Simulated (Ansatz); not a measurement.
The starting structures come from a database of crystals and need not be the phases stable at ambient conditions.

The decay constant κ of evanescent states in the gap governs leakage through a thin film.

Data:

```xyz
3
Lattice="5.7210 0.0000 0.0000 0.0000 6.2953 0.0000 0.0000 3.1477 1.8173" Properties=species:S:1:pos:R:3 pbc="T T T"
Zr     0.0000     0.0000     0.0000
S      1.4606     2.0984     0.0000
S      4.2604     4.1969     0.0000
```

Space group of this cell: P-3m1, CdI2 type. The cell was relaxed by PBE-D3(BJ); by r2SCAN its mean pressure is 2.6 GPa.

Transport runs along the normal of the first two printed cell vectors, the (110) plane of the conventional cell.

No gap correction and no spin-orbit coupling; mid-gap values are interpolated between computed energies.

Problem. State the band gap and the smallest decay constant κ at mid-gap according to r2SCAN in Ansatz (an electronic-structure program).

Solution. Gap 0.96 eV on a 6×16×16 mesh; κ = 0.160 1/Å, at the zone centre.
